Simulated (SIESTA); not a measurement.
# What a tighter setting buys: MeshCutoff, Ti₅Te₄ (I4/m, 9 atoms in the cell)

Cell: a = 7.4518 Å, b = 7.4518 Å, c = 7.4518 Å, α = 93.65°, β = 93.65°, γ = 150.79°.

Method: GGA PBEsol, numerical atomic orbitals DZP, PseudoDojo PBEsol standard norm-conserving potentials (rewritten from UPF to PSML) (SIESTA).

Base settings: XC.functional = GGA; XC.authors = PBEsol; potentials = PseudoDojo PBEsol standard; PAO.BasisSize = DZP; PAO.EnergyShift = 0.01 Ry; MeshCutoff = 300 Ry; kgrid.MonkhorstPack = 7 7 7; OccupationFunction = FD; ElectronicTemperature = 1160.45 K; MaxSCFIterations = 150.

Misses are taken against the tightest run, 600 Ry (620 Ry used), which need not be fully converged itself. The energy is the free energy per atom.

Core times come from one kind of shared machine and are given to one figure; runs under 30 s give none.

The starting cell comes from a database of computed structures (which also holds hypothetical and non-ambient phases and stackings), without a prior relaxation at this level. Spin polarisation is off, so a magnetic state, if there is one, cannot be reached. Values carry the incompleteness of an atom-centred basis. In the base run, with a pressure of about -4 GPa the cell is away from its equilibrium volume at this level.

```csv
MeshCutoff,energy less reference (meV/atom),core time / reference (rough)
210 Ry (218 Ry used),-6.14,0.3
240 Ry (276 Ry used),-3.06,0.4
270 Ry (276 Ry used),-3.06,0.3
300 Ry (340 Ry used),-1.54,0.5
345 Ry (431 Ry used),-0.62,0.4
390 Ry (431 Ry used),-0.64,0.6
450 Ry (490 Ry used),-0.33,0.6
525 Ry (532 Ry used),-0.19,0.9
600 Ry (620 Ry used),0.00,1
```

Coarsest setting among those run that, with all tighter ones, holds the energy within 1 meV/atom of the reference: 345 Ry (431 Ry used), off by 0.62 meV/atom; it needs about 0.4 of the reference's time.

Coarsest setting among those run that, with all tighter ones, holds the energy within 0.5 meV/atom of the reference: 450 Ry (490 Ry used), off by 0.33 meV/atom; its saving against the reference is no more than about a factor of 2 in time.

The step from 240 Ry (276 Ry used) to 525 Ry (532 Ry used): it takes the miss in the energy from 3.1 to 0.19 meV/atom, for roughly 2 times the time.

Left out of this page: 3 runs of the series unsound by tests on forces, stress, charge or solver warnings.
